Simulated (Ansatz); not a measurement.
Consider C (space group Pm-3n, No. 223; a = 3.877 Å; a hypothetical phase, not in the database extracts checked).

Level of theory: DFT with PBE, PAW potentials and a 420 eV plane-wave cutoff in Ansatz (an electronic-structure program), no spin-orbit coupling.

One change was made to it. Results:

| quantity | base | after |
|---|---|---|
| shortest interatomic distance | 1.938 Å | 1.935 Å |
| band gap | zero | zero |

Q: Which change produced these results?
A) pressure 5 GPa
B) pressure 10 GPa
C) pressure 7.5 GPa
D) pressure 0.7 GPa

A: D, pressure 0.7 GPa. For comparison, the shortest interatomic distance in the other runs: pressure 10 GPa gives 1.900 Å; pressure 7.5 GPa gives 1.909 Å; pressure 5 GPa gives 1.918 Å.

Load acts through the strain it causes; cell and atoms are relaxed under it. No phonon test of stability was made. Competing high-pressure phases were not computed.
